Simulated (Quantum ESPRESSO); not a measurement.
Short convergence ladders for As (R-3m, 2 atoms in the cell)

```
CELL_PARAMETERS angstrom
      1.88940    -1.09085     3.53425
      0.00000     2.18169     3.53425
     -1.88940    -1.09085     3.53425
ATOMIC_POSITIONS crystal
  As 0.23172 0.23172 0.23172
  As 0.77300 0.77300 0.77300
```

Base method: PBE, GBRV 1.5 ultrasoft (PBE) pseudopotentials (plane waves; Quantum ESPRESSO).

Base settings: ecutwfc = 40 Ry; ecutrho = 200 Ry; occupations = smearing; smearing = fd; degauss = 0.0073499 Ry; potentials = {As: as_pbe_v1.uspp.F.UPF}; K_POINTS = automatic 9 9 9 0 0 0; conv_thr = 1e-10 Ry; mixing_beta = 0.7.

The count of work is k-points × plane waves × bands × iterations; it is no time. 

**The k-point mesh at a smearing width of 0.05 eV**

In this ladder: degauss = 0.0036749 Ry.

The second cell is the first with its lattice scaled by 0.98.

Only quantities that move along the ladder and can be compared are tabulated.

| K_POINTS | free energy less the last step's (meV/atom) | energy of the compressed cell less the first (meV/atom) | pressure (GPa) | largest difference of a force vector from the last step's (eV/Å) | count of work / last |
|---|---|---|---|---|---|
| automatic 4 4 4 0 0 0 | -28.49 | 30.83 | 1.32 | 0.313 | 0.0088 |
| automatic 5 5 5 0 0 0 | -21.30 | 28.71 | 1.04 | 0.158 | 0.013 |
| automatic 7 7 7 0 0 0 | -10.94 | 30.01 | 1.20 | 0.038 | 0.030 |
| automatic 8 8 8 0 0 0 | -6.87 | 29.50 | 1.18 | 0.016 | 0.044 |
| automatic 10 10 10 0 0 0 | -2.91 | 30.10 | 1.25 | 0.016 | 0.079 |
| automatic 14 14 14 0 0 0 | -0.34 | 30.38 | 1.31 | 0.012 | 0.20 |
| automatic 20 20 20 0 0 0 | 0.27 | 30.60 | 1.33 | 0.001 | 0.53 |
| automatic 25 25 25 0 0 0 | 0.00 | 30.51 | 1.32 | 0.000 | 1.0 |

Coarsest K_POINTS that holds the forces within 0.02 eV/Å of the last step, with all finer ones: automatic 8 8 8 0 0 0, at 0.044 of the last step's count of work; the step before is off by 0.038 eV/Å.

Coarsest K_POINTS that holds the free energy within 2 meV/atom of the last step, with all finer ones: automatic 14 14 14 0 0 0, at 0.20 of the last step's count of work; the step before is off by 2.9 meV/atom.

Coarsest K_POINTS that holds the energy of the compressed cell less the first within 0.2 meV/atom of the last step, with all finer ones: automatic 14 14 14 0 0 0, at 0.20 of the last step's count of work; the step before is off by 0.41 meV/atom.

The energy difference between the two cells stays within 1 meV/atom of the last step's from automatic 10 10 10 0 0 0 on, the total only from automatic 14 14 14 0 0 0 on: much of the error is common to both cells and cancels.

**The width of Methfessel-Paxton smearing**

In this ladder: smearing = mp; K_POINTS = automatic 15 15 15 0 0 0.

Narrow widths need finer meshes than wide ones, so the last steps can hold mesh noise.

Only quantities that move along the ladder and can be compared are tabulated; pressure and forces are left out, as mesh noise rules them at narrow widths.

| degauss | free energy less the last step's (meV/atom) |
|---|---|
| 0.073499 Ry | 17.65 |
| 0.036749 Ry | 2.74 |
| 0.02205 Ry | 0.60 |
| 0.0147 Ry | 0.21 |
| 0.0073499 Ry | 0.03 |
| 0.0036749 Ry | 0.00 |

Widest degauss that holds the free energy within 5 meV/atom of the last step, with all finer ones: 0.036749 Ry; the step before is off by 18 meV/atom.

On the base run: the starting cell has typed, rounded lattice constants, without a prior relaxation at this level. Its lattice was rescaled by up to half a per cent. One atom was moved a little off its site on purpose.

Left out of this page: 2 runs of the series outside the window shown, repeating another row's setting, or not comparable.
